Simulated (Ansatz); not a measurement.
Defect migration in beta Ga2O3: interstitial H, charge state +1. The step: one H atom jumps by itself; the atom moves 1.73 Å along (0.02, -0.50, -0.12) of the unit cell; the moving atom starts with neighbours O at 0.98 Å and ends with O at 0.98 Å. DFT values are from Ansatz (plane-wave PAW, 420 eV unless said) in a cell of 120 host sites, spin-restricted, static, with no finite-size correction. The charge state is imposed; whether it is stable for some Fermi level was not computed. Sites that were not tried may lie lower. For the PBE band: the check of the saddle point's order was inconclusive, and it lies on a symmetry element of the cell, where a band can be held.

```
Level                                                              Forward barrier (eV)  Cost of the band or of the saddle's single point
-----------------------------------------------------------------  --------------------  ------------------------------------------------
PBE, the Γ point alone, band relaxed                                               0.27             about 2.0 core-hours (a rough figure)
PBE, a 2×2×2 k-point mesh shifted by half a step, same geometries                  0.28                    around 13 core-minutes (rough)
r2SCAN at 500 eV, the Γ point alone, same geometries                                  …                       very roughly 3 core-minutes
```

What belongs in the gaps?


- r2SCAN at 500 eV, the Γ point alone, same geometries, Forward barrier (eV): 0.39

Ansatz is a program for electronic structure.
